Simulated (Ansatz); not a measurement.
**Pressure series in In2Ge2O7**

The parent structure is In2Ge2O7 (space group C2/m, No. 12; a = 6.654 Å, b = 8.868 Å, c = 4.960 Å, α = 90.00°, β = 102.08°, γ = 90.00°).

Cell and atoms are relaxed at each pressure.

Level of theory: PBEsol (Ansatz, a quantum-chemistry and plane-wave program), scalar-relativistic without spin-orbit coupling, earlier PAW set.

Two rows of this table had their results exchanged by mistake.

| pressure | volume per atom (Å³) | shortest distance (Å) | band gap |
|---|---|---|---|
| pressure −2 GPa | 13.20 | 1.739 | 1.87 eV |
| pressure 0.9 GPa | 12.93 | 1.734 | 2.04 eV |
| pressure 4.5 GPa | 12.60 | 1.729 | 2.24 eV |
| pressure 9 GPa | 11.12 | 1.709 | 2.42 eV |
| pressure 15 GPa | 11.71 | 1.721 | 2.47 eV |
| pressure 22.5 GPa | 12.22 | 1.724 | 2.38 eV |

### Question
Which two?

### Answer
The rows for pressure 9 GPa and pressure 22.5 GPa: the volume has to fall steadily with pressure, so 12.22 Å³ belongs to pressure 9 GPa and 11.12 Å³ to pressure 22.5 GPa.

Load acts through the strain it causes; cell and atoms are relaxed under it. Stability against distortions was not tested. Competing high-pressure phases were not computed.
